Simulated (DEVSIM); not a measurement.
GaAs n-i-p diode

System: GaAs n-i-p diode, at 300 K.

| layer (left to right) | material | thickness (μm) | Nd (cm⁻³) | Na (cm⁻³) | τn (s) | τp (s) |
|---|---|---|---|---|---|---|
| 1 | GaAs | 0.300 | 3.6e15 | - | 2.8e-9 | 2.8e-9 |
| 2 | GaAs | 4.40 | - | 9.9e12 | 2.8e-9 | 2.8e-9 |
| 3 | GaAs | 0.850 | - | 5.3e17 | 2.8e-9 | 2.8e-9 |

Left contact: ohmic. Right contact: ohmic. Voltage is applied to the left contact. Recombination: SRH at mid-gap, Auger. Mobility is μmin + (μ − μmin)/(1 + (N/Nref)^α).

The device is made up for the run: typed textbook-type constants, with dimensions and the other settings drawn at random. Values at 300 K.

| parameter | GaAs |
|---|---|
| gap (eV) | 1.424 |
| affinity (eV) | 4.07 |
| permittivity | 12.9 |
| Nc (cm⁻³) | 4.7e17 |
| Nv (cm⁻³) | 9e18 |
| μn (cm²/Vs) | 8500 |
| μp (cm²/Vs) | 400 |
| μn,min | 500 |
| μp,min | 20 |
| Nref,n | 6e16 |
| Nref,p | 1.5e17 |
| αn | 0.39 |
| αp | 0.38 |
| Cn (cm⁶/s) | 1e-30 |
| Cp (cm⁶/s) | 1e-30 |

DEVSIM, 1D drift-diffusion, Boltzmann statistics, complete ionisation; no tunnelling, impact ionisation, image-force lowering or self-heating.

```json
{
 "potential_step_across_the_device_at_zero_bias": "1.225 V",
 "Dark forward voltage at 1 A/cm²": "0.920 V",
 "Dark forward voltage at 100 A/cm²": "1.143 V"
}
```

Small-signal capacitance in reverse bias (quasi-static):

```tsv
V (V)	C (nF/cm²)
0.04	2.65
0.1	2.63
0.2	2.60
0.3	2.57
0.4	2.55
0.6	2.50
0.8	2.46
1	2.42
1.3	2.36
1.6	2.30
2	2.21
```

Dark forward current:

```json
[
 {"V (V)": "-0.05", "J (A/cm²)": "-4.2e-9"},
 {"V (V)": "-0.10", "J (A/cm²)": "-1.5e-8"},
 {"V (V)": "-0.15", "J (A/cm²)": "-4.5e-8"},
 {"V (V)": "-0.20", "J (A/cm²)": "-1.3e-7"},
 {"V (V)": "-0.25", "J (A/cm²)": "-3.6e-7"},
 {"V (V)": "-0.30", "J (A/cm²)": "-1.0e-6"},
 {"V (V)": "-0.35", "J (A/cm²)": "-2.9e-6"},
 {"V (V)": "-0.40", "J (A/cm²)": "-8.4e-6"},
 {"V (V)": "-0.45", "J (A/cm²)": "-2.4e-5"},
 {"V (V)": "-0.50", "J (A/cm²)": "-7.2e-5"},
 {"V (V)": "-0.55", "J (A/cm²)": "-0.00021"},
 {"V (V)": "-0.60", "J (A/cm²)": "-0.00065"},
 {"V (V)": "-0.65", "J (A/cm²)": "-0.0020"},
 {"V (V)": "-0.70", "J (A/cm²)": "-0.0066"},
 {"V (V)": "-0.75", "J (A/cm²)": "-0.022"},
 {"V (V)": "-0.80", "J (A/cm²)": "-0.074"},
 {"V (V)": "-0.85", "J (A/cm²)": "-0.23"},
 {"V (V)": "-0.90", "J (A/cm²)": "-0.66"},
 {"V (V)": "-0.95", "J (A/cm²)": "-1.8"},
 {"V (V)": "-1.00", "J (A/cm²)": "-5.0"},
 {"V (V)": "-1.05", "J (A/cm²)": "-14"},
 {"V (V)": "-1.10", "J (A/cm²)": "-40"},
 {"V (V)": "-1.15", "J (A/cm²)": "-120"},
 {"V (V)": "-1.20", "J (A/cm²)": "-350"},
 {"V (V)": "-1.25", "J (A/cm²)": "-1100"},
 {"V (V)": "-1.30", "J (A/cm²)": "-2800"}
]
```
